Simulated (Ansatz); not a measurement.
Structures of equal composition on the (111) surface of fcc Rh: a pseudomorphic layer of Mo in the host's stacking; a pseudomorphic layer of Mo in the other hollow. The slabs share one bottom face, and each structure is named by its start. These are constructed structures in small cells; real faces may alloy, dewet or reconstruct in larger ones, and not all known structures of the face are among them. Slabs of about 11 Å, Fermi-Dirac smearing of 0.1 eV. Bottom of the slabs: a bare face, its two planes held. Relaxed from the named starts with such symmetry as they have, on meshes of like density; energies extrapolated to zero smearing; spin only where a row says so; no spin-orbit coupling, no U. Brackets mark spin-polarised runs, whose order is one that fits the cell.

Calculation: PBE (plane waves to 420 eV, PAW; Ansatz, a program for electronic structure).

Task: Order them by energy per 1x1 cell (lowest first) at the level PBE.

Result: a pseudomorphic layer of Mo in the other hollow (0.000 eV), a pseudomorphic layer of Mo in the host's stacking (0.066 eV)
